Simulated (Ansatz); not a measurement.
Reference: monolayer PtS$_{2}$, PBE, rigid bands (plane waves, PAW, scalar-relativistic; Ansatz, a first-principles code); geometry: cell and atoms relaxed with PBE.

```cif
data_PtS2
_chemical_formula_sum 'Pt1 S2'
_space_group_name_H-M_alt 'P 1'
_space_group_IT_number 1
_cell_length_a 3.57527
_cell_length_b 3.57527
_cell_length_c 18.79264
_cell_angle_alpha 90.000
_cell_angle_beta 90.000
_cell_angle_gamma 120.000
loop_
_space_group_symop_operation_xyz
  'x, y, z'
loop_
_atom_site_label
_atom_site_type_symbol
_atom_site_fract_x
_atom_site_fract_y
_atom_site_fract_z
_atom_site_occupancy
Pt1 Pt 0.00000 0.00000 0.50000 1
S1 S 0.33333 0.66667 0.56536 1
S2 S 0.66667 0.33333 0.43464 1
```

The band gap is 1.76 eV. The electron conductivity mass is 0.42 mₑ.

**Question.** Swap S for Se, keeping the structure type. How do these values move?

**Answer.** band gap falls (1.76 eV to 1.38 eV); electron conductivity mass falls (0.42 mₑ to 0.33 mₑ).

**Question.** Replace Pt by Hf on the same sites and relax. What happens?

**Answer.** band gap falls (1.76 eV to 1.31 eV); electron conductivity mass rises (0.42 mₑ to 0.45 mₑ).

**Question.** Swap Pt for Zr, keeping the structure type. How do these values move?

**Answer.** band gap falls (1.76 eV to 1.20 eV); electron conductivity mass rises (0.42 mₑ to 0.53 mₑ).

Moves up to 5 % count as about the same. Masses are for dilute carriers at 300 K, harmonic means over directions unless an axis is named. Spin-orbit coupling is left out.

Model free-standing layer, not matched to a measured one here: monolayer HfS2, monolayer PtS2, monolayer PtSe2, monolayer ZrS2. The missing spin-orbit coupling matters most for monolayer HfS2, monolayer PtS2, monolayer PtSe2.
